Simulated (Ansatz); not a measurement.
The starting structures come from a database of crystals and need not be the phases stable at ambient conditions.

The decay constant κ of evanescent states in the gap governs leakage through a thin film.

Here is the system:

```
CELL_PARAMETERS angstrom
      2.87719     0.00000     0.00000
     -1.43859     2.49172     0.00000
      0.00000     0.00000    10.38986
ATOMIC_POSITIONS crystal
  Na 0.66667 0.33333 0.25000
  Na 0.33333 0.66667 0.75000
  Co 0.00000 0.00000 0.50000
  Co 0.00000 0.00000 0.00000
  O  0.33333 0.66667 0.40482
  O  0.66667 0.33333 0.59518
  O  0.66667 0.33333 0.90482
  O  0.33333 0.66667 0.09518
```

Space group of this cell: P6_3/mmc. The cell is taken as given; by PBEsol its mean pressure is -1.3 GPa.

Transport runs along the normal of the first two printed cell vectors, the (001) plane of the conventional cell.

The gap is the functional's own, uncorrected, and κ follows it; spin-orbit coupling is left out. Mid-gap values are interpolated between the computed energies.

Q: Estimate the band gap and the smallest decay constant κ at mid-gap that PBEsol in Ansatz (a first-principles code) returns for this system.

A: Gap 0.80 eV on a 12×12×4 mesh; κ = 0.295 1/Å, at (0.250, 0.000) of the in-plane reciprocal vectors. At the zone centre, at the nearest computed energy, the slowest state has κ = 0.52 1/Å.
